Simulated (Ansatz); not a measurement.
Rutile MgH2 was calculated with PBEsol (plane waves, PAW; Ansatz, a program for electronic structure).

A relaxed, unreconstructed slab of the (100) face has 18 atoms, two equal faces of 13.464 Å² each and an energy of -11662.2816 eV. A bulk cell of 6 atoms with the same orientation and in-plane k mesh has -3887.7926 eV. Energies are extrapolated to zero smearing.

Settings: plane-wave cutoff 500 eV, 6×10×1 k mesh (along the axes of the cell as run), gaussian smearing 0.02 eV, scalar-relativistic PAW data made under PBE.

Worked out: γ = (E_slab − N E_bulk per atom)/2A = [-11662.2816 − 18 × (-3887.7926/6)]/(2 × 13.464) = 0.0407 eV/Å². With 16.022 J/m² per eV/Å² this is 0.65 J/m², or 0.55 eV per surface cell and face.
